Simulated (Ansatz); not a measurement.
For Ti₂Ag (I4/mmm, No. 139; structure not from a measured cell), PBEsol (plane waves, PAW; Ansatz, a first-principles code) gives:

equilibrium lattice constant a: 2.883 Å
c axis length: 11.982 Å

**Question.** What does r²SCAN (Ansatz, plane waves, PAW) give for the same quantities?

**Answer.** 
- lattice constant a: 2.921 Å (goes up by 1.3 %)
- lattice parameter c: 12.013 Å (increases by 0.3 %)

Changes are worked out from the printed values.

Unless a cell is named, each level is at its own relaxed cell (PBEsol 16.60, r²SCAN 17.08 Å³/atom).

Caveats: the relaxation could not lower the start's symmetry, so the cell can be a saddle point above a distorted one (PBEsol, r²SCAN). Ansatz's density-functional and Hartree–Fock values are scalar-relativistic unless marked +SOC, with PAW data made under PBE.
